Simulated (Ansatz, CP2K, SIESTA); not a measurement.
**One structure in several programs: ZrHg₃ (P1, 4 atoms in the cell)**

Self-consistent single point, at a second geometry (atoms moved at random). First geometry:

```
CELL_PARAMETERS angstrom
      4.41774     0.00000     0.00000
      0.00000     4.41774     0.00000
      0.00000     0.00000     4.41774
ATOMIC_POSITIONS crystal
  Zr 0.00000 0.00000 0.00000
  Hg 0.50000 0.50000 0.00000
  Hg 0.00000 0.50000 0.50000
  Hg 0.50000 0.00000 0.50000
```

Second geometry:
```xyz
4
Lattice="4.4177 0.0000 0.0000 0.0000 4.4177 0.0000 0.0000 0.0000 4.4177" Properties=species:S:1:pos:R:3 pbc="T T T"
Zr     0.0080    -0.0279     0.0113
Hg     2.1977     2.2111     0.0137
Hg    -0.0134     2.2146     2.1966
Hg     2.2254     0.0200     2.1963
```

Shared settings, as Ansatz (a first-principles code) writes them: kpoints.mp_grid.grid = 8 8 8; scf.occupations.method = gaussian; scf.occupations.width = 0.1 eV. Potentials and cutoffs stand in the table.

| code | model | ΔF from the first geometry (meV/atom) | pressure (GPa) | largest force (eV/Å) | cutoff |
|---|---|---|---|---|---|
| Ansatz | LDA (PW92), PAW files made with PBE | 1.1 | -6.47 | 0.107 | default |
| SIESTA | LDA PW92, numerical atomic orbitals DZP, PseudoDojo LDA standard norm-conserving potentials (rewritten from UPF to PSML) | 1.0 | -14.44 | 0.141 | grid 350 Ry |
| CP2K | LDA (Pade form), GPW, DZVP-MOLOPT-SR-GTH basis, GTH-PADE potentials (GTH_POTENTIALS) | 1.1 | -6.00 | 0.111 | grid 500 Ry |

Size of the force on each atom (eV/Å): Sizes of forces hide their directions.

| code | Zr1 | Hg2 | Hg3 | Hg4 |
|---|---|---|---|---|
| Ansatz | 0.107 | 0.088 | 0.095 | 0.096 |
| SIESTA | 0.141 | 0.068 | 0.089 | 0.092 |
| CP2K | 0.111 | 0.093 | 0.099 | 0.100 |

On Ansatz's run: spin-orbit coupling is off.

The spread over the programs that give each value: ΔF from the first geometry within 0.1 meV/atom; pressure within 8.44 GPa; largest force within 0.034 eV/Å.

SIESTA and CP2K use small atom-centred bases, whose incompleteness enters pressures, forces and empty levels differently from a plane-wave cutoff. Ansatz's pressure is given at a fixed set of plane waves, as the other plane-wave codes print theirs; with its correction for the finite basis it is -6.43 GPa.

The starting cell comes from a database of computed structures (which also holds hypothetical and non-ambient phases and stackings), without a prior relaxation at this level. For this run, on top of that: atoms moved at random.

Keys are those of Ansatz 0.2.
